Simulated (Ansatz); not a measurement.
Input and output of a relaxation of cell and atoms for MgNiF6 (R-3, 8 atoms in the cell) (Ansatz, a first-principles code).

Method: PBEsol, default PAW files made with PBE (plane waves; Ansatz).

The change in words: atoms on their sites; basis.ecutwfc: 30.9 Ry → 15.4 Ry; relax: default → cell and atoms. Reference geometry:
```
MgNiF6
1.0
    2.41348     1.39342     4.37887
   -2.41348     1.39342     4.37887
    0.00000    -2.78685     4.37887
Mg Ni F
1 1 6
Direct
  0.50381   0.50381   0.50381
  0.00000   0.00000   0.00000
  0.37297   0.76937   0.09415
  0.62703   0.23063   0.90585
  0.09415   0.37297   0.76937
  0.90585   0.62703   0.23063
  0.76937   0.09415   0.37297
  0.23063   0.90585   0.62703
```

Reference input (self-consistent single point, DFT, PBEsol, plane waves, default PAW files made with PBE): basis.ecutwfc = 30.9 Ry; kpoints.mp_grid.grid = 5 5 5; hamiltonian.xc = pbesol; hamiltonian.pseudopotentials = {kind: paw} (the program's default PAW files); scf.occupations.method = gaussian; scf.occupations.width = 0.0073 Ry. This run's input differs from it in these lines:

Ansatz 0.2 input:
```diff
@@ -6,3 +6,3 @@
   atoms:
-    - { symbol: Mg, position: [0.503806, 0.503806, 0.503806] }
+    - { symbol: Mg, position: [0.500000, 0.500000, 0.500000] }
     - { symbol: Ni, position: [0.000000, 0.000000, 0.000000] }
@@ -15,3 +15,3 @@
 basis:
-  ecutwfc: 30.9 Ry
+  ecutwfc: 15.4 Ry
 kpoints:
@@ -23,2 +23,4 @@
   occupations: { method: gaussian, width: 0.0073 Ry }
+relax:
+  cell: {}
 output:
```

Log, with long lists cut:

```
   [... SCF lines of the steps left out ...]
relax step   1: F+E_penalty+E_count = -12457.86503470 eV  Δ(F+E_penalty+E_count) = +0.000e0 eV  max|allowed force component| = 2.884e0 eV/Å  Δτ_max = 0.0000 Å  P = +16.780 GPa  Ω = 88.357 Å³  (10 SCF iters, dr2 threshold 1.00e-7 eV, accepted)
relax step   2: F+E_penalty+E_count = -12459.08018456 eV  Δ(F+E_penalty+E_count) = -1.215e0 eV  max|allowed force component| = 1.190e0 eV/Å  Δτ_max = 0.0772 Å  P = +18.806 GPa  Ω = 88.272 Å³  energy of the carried Pulay correction = +2.372e-1 eV  (7 [...]
   [... lines left out ...]
relax step 119: F+E_penalty+E_count = -12458.75768703 eV  Δ(F+E_penalty+E_count) = -1.005e-1 eV  max|allowed force component| = 1.235e-2 eV/Å  Δτ_max = 0.0005 Å  P = +0.177 GPa  Ω = 88.046 Å³  energy of the carried Pulay correction = -4.926e-2 eV  [...]
relax step 120: F+E_penalty+E_count = -12458.71500332 eV  Δ(F+E_penalty+E_count) = +4.268e-2 eV  max|allowed force component| = 2.538e-3 eV/Å  Δτ_max = 0.0004 Å  P = -0.078 GPa  Ω = 88.061 Å³  energy of the carried Pulay correction = -9.196e-2 eV  [...]
Step failed. What follows is not a result of the run: it is the report of the last solve that finished, which converged after 7 SCF iterations.
Free energy (F): -12458.715003 eV
Internal energy: -12458.715003 eV  (E = F + TS)
E sigma→0 (E₀):  -12458.715003 eV
Fermi energy:    2.515106 eV
--- Forces (eV/Å), atoms counted from 1 ---
   [... lines left out ...]
Error: variable-cell relaxation did not converge after 120 `relax_step` rows, as none of its last 42 fresh-basis SCF(s) at a relaxed cell met both thresholds with a finite energy. The last misses `relax.f_tol` and `relax.cell.stress_tol`: largest allowed force component 1.95e-2 eV/Å (`relax.f_tol` 1.00e-2 eV/Å), stress off the target on the free part of the cell 4.59e-1 GPa (`relax.cell.stress_tol` 5.00e-2 GPa), F+E_penalty+E_count -12458.80687053 eV. The closest is row 87, whose structure comes with this error. Larger ratio of force or stress to its threshold at each such SCF whose figures are numbers: 83.079, 60.133, 34.257, 29.748, 15.985, 24.127, 13.966, 15.141, 10.322, 4.618, [...]
  cell:  # Å, volume = 88.0393 Å³
   [... lines left out ...]
    - [-2.40990736072737, 1.3913604968772548, 4.3760822159210635]
    - [3.9385414366662738e-19, -2.7827214934367652, 4.376082057048764]
  atoms:
    - { symbol: Mg, position: [0.5, 0.5, 0.5000000000000001] }
    - { symbol: Ni, position: [-5.832770688230008e-20, 9.679612777239608e-20, -2.567616795888463e-19] }
    - { symbol: F, position: [0.40263851574999565, 0.7597477889355311, 0.08556918788344442] }
    - { symbol: F, position: [0.5973614842500043, 0.24025221106446903, 0.9144308121165561] }
    - { symbol: F, position: [0.08556918788344436, 0.4026385157499957, 0.759747788935531] }
    - { symbol: F, position: [0.9144308121165557, 0.5973614842500045, 0.24025221106446937] }
    - { symbol: F, position: [0.7597477889355313, 0.08556918788344475, 0.40263851574999593] }
    - { symbol: F, position: [0.2402522110644688, 0.9144308121165553, 0.5973614842500042] }
```

The relaxation ended unconverged. 

The starting cell comes from a database of computed structures (which also holds hypothetical and non-ambient phases and stackings), without a prior relaxation at this level. Its lattice was rescaled by up to half a per cent. The cutoff lies below the one recommended for these files.

Cost on one core of a shared machine: roughly 2 min.
